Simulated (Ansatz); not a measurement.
Consider ZrSe2 in the fluorite structure (space group Fm-3m, No. 225; a = 6.596 Å; a hypothetical phase, not in the database extracts checked; relaxed with 0.1 eV smearing). Axes: x, y, z lie along the cube axes.

(Cell as relaxed with PBE.)

Levels (all Ansatz, a program for electronic structure, PAW): PBE (420 eV, without spin-orbit coupling); PBEsol (420 eV, scalar-relativistic without spin-orbit coupling).

Each level relaxes its own structure.

```
base                      PBE    PBEsol
-------------------  --------  --------
volume per atom      23.91 Å³  22.96 Å³
lattice parameter a   6.596 Å   6.507 Å
band gap                 zero      zero
```

It is then changed as follows: uniaxial strain ε_yy = +1.51 %, all other strain components held at zero; the atoms relax in the strained cell.

| quantity | PBE | PBEsol |
|---|---|---|
| pressure (mean of the normal stresses, compression positive) | -1.2 GPa | -1.3 GPa |
| shortest interatomic distance | 2.870 Å | 2.832 Å |
| energy relative to the base (free energy F) | +2.6 meV/atom | +2.6 meV/atom |
| band gap | zero | zero |

PBE's shortest interatomic distance lies 0.0387 Å above PBEsol's (1.4 %); the two agree on the energy relative to the base and band gap. Neither level is exact; PBEsol is the comparison here, not a measurement.

No phonon test of stability was made. The final runs are not spin-polarised.
